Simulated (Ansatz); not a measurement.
Take Y in the hcp (Mg type) structure (space group P6_3/mmc, No. 194; a = 3.652 Å, c = 5.703 Å; relaxed with 0.1 eV smearing) as the base. Axes: x lies along a and z along c of the hexagonal cell.

Calculations: Ansatz (a quantum-chemistry and plane-wave program) PBE, no spin-orbit coupling.

For the base:

| Item | Result |
|---|---|
| Volume per atom | 32.94 Å³ |

One thing is altered: biaxial strain +2.50 %, plane normal [001], relaxed out of plane (Cartesian); in-plane vectors clamped, the third vector and the atoms free.

**Question.** What does the calculation give for the in-plane stress after the change?

**Answer.** The mean in-plane stress (compression positive) comes out as -2.1 GPa.

**Question.** How does this affect the volume per atom?

**Answer.** The volume per atom grows by 1.22 Å³ (32.94 Å³ → 34.16 Å³).

No phonon test of stability was made. The final runs are not spin-polarised.
